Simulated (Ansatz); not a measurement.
The structure below was relaxed with Ansatz (an electronic-structure program), PBEsol, PAW, cutoff 420 eV, no spin-orbit coupling.

Space group P3m1 (No. 156); a = 4.481 Å, b = 4.481 Å, c = 11.047 Å, α = 90.00°, β = 90.00°, γ = 120.00°

```json
[
 {"atom": "Te", "site": "1a", "symmetry": "3m.", "x": "0.0000", "y": "0.0000", "z": "0.7633"},
 {"atom": "Te", "site": "1b", "symmetry": "3m.", "x": "0.3333", "y": "0.6667", "z": "0.4181"},
 {"atom": "Te", "site": "1c", "symmetry": "3m.", "x": "0.6667", "y": "0.3333", "z": "0.0713"},
 {"atom": "Zn", "site": "1a", "symmetry": "3m.", "x": "0.0000", "y": "0.0000", "z": "0.0013"},
 {"atom": "Cd", "site": "1b", "symmetry": "3m.", "x": "0.3333", "y": "0.6667", "z": "0.6710"},
 {"atom": "Cd", "site": "1c", "symmetry": "3m.", "x": "0.6667", "y": "0.3333", "z": "0.3250"}
]
```

### Question
Write out a cell with all atoms.

### Answer
```xyz
6
Lattice="4.4811 0.0000 0.0000 -2.2405 3.8807 0.0000 0.0000 0.0000 11.0471" Properties=species:S:1:pos:R:3 pbc="T T T"
Te     0.0000     0.0000     8.4325
Te     0.0000     2.5871     4.6184
Te     2.2405     1.2936     0.7873
Zn     0.0000     0.0000     0.0145
Cd     0.0000     2.5871     7.4127
Cd     2.2405     1.2936     3.5906
```
This is the conventional cell.

Each cell is one ordered arrangement of few atoms, which overstates ordering effects compared with a random alloy. No phonon test of stability was made. The cell was made from CdTe by this change: x(Zn) = 0.333, 6 atoms, P3m1.
